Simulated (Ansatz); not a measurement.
**Converging the plane-wave cutoff: Mo (Im-3m, 1 atom in the cell)**

```yaml
crystal:
  lattice:
    - [-1.56713, 1.56713, 1.56713]
    - [1.56713, -1.56713, 1.56713]
    - [1.56713, 1.56713, -1.56713]
  atoms:
    - { symbol: Mo, position: [0.00000, 0.00000, 0.00000] }
```

Level of theory: LDA (PW92), default PAW files made with PBE (plane waves; Ansatz, a program for electronic structure).

Base settings: basis.ecutwfc = 420 eV; kpoints.mp_grid.grid = 15 15 15; hamiltonian.xc = lda; hamiltonian.pseudopotentials = {kind: paw} (the program's default PAW files); scf.occupations.method = fermi_dirac; scf.occupations.width = 0.1 eV.

The second cell is the first with its lattice scaled by 0.98.

The mesh stays at the base's, so the ladder's end is converged at best in this setting alone.

The first pressure column holds Ansatz's estimate of the finite-basis (Pulay) stress, which hides part of the cutoff error; the other is without it.

Only quantities that move along the ladder and can be compared are tabulated.

The count of work is k-points × plane waves × bands × iterations; it is no time. 

The starting cell has typed, rounded lattice constants, without a prior relaxation at this level. Its lattice was rescaled by up to half a per cent. Spin polarisation is off. In the base run, with a pressure of about -6 GPa the cell is away from its equilibrium volume at this level.

```csv
basis.ecutwfc,free energy less the last step's (meV/atom),energy of the compressed cell less the first (meV/atom),pressure (GPa),pressure without the Pulay estimate (GPa),count of work / last
145 eV,21204.57,-319.77,-72.83,-683.60,0.052
170 eV,10203.06,-121.71,-25.90,-398.84,0.074
190 eV,5322.54,29.57,-7.91,-242.36,0.082
210 eV,2692.65,23.33,-1.79,-143.26,0.082
230 eV,1252.18,43.47,-1.15,-80.00,0.13
250 eV,564.29,19.82,-5.20,-44.63,0.13
295 eV,82.67,16.33,-6.01,-13.78,0.17
335 eV,11.42,15.88,-5.95,-7.36,0.19
380 eV,0.99,16.19,-5.89,-6.01,0.23
420 eV,0.32,16.21,-5.89,-5.90,0.30
460 eV,0.21,16.20,-5.89,-5.89,0.35
505 eV,0.15,16.20,-5.89,-5.89,0.36
565 eV,0.11,16.20,-5.89,-5.89,0.43
630 eV,0.06,16.20,-5.89,-5.89,0.52
735 eV,0.04,16.20,-5.89,-5.89,0.64
840 eV,0.01,16.20,-5.89,-5.89,0.84
1010 eV,0.00,16.20,-5.89,-5.89,1.0
```

Coarsest basis.ecutwfc that holds the free energy within 0.5 meV/atom of the last step, with all finer ones: 420 eV, at 0.30 of the last step's count of work; the step before is off by 0.99 meV/atom.

Coarsest basis.ecutwfc that holds the pressure within 0.1 GPa of the last step, with all finer ones: 335 eV, at 0.19 of the last step's count of work; the step before is off by 0.13 GPa.

Coarsest basis.ecutwfc that holds the energy of the compressed cell less the first within 2 meV/atom of the last step, with all finer ones: 295 eV, at 0.17 of the last step's count of work; the step before is off by 3.6 meV/atom.

The energy difference between the two cells stays within 1 meV/atom of the last step's from 295 eV on, the total only from 380 eV on: much of the error is common to both cells and cancels.

At the lowest cutoff the pressure without the Pulay estimate lies 678 GPa under the last step's, the usual sign of Pulay stress in an incomplete plane-wave basis.

Keys are those of Ansatz 0.2.
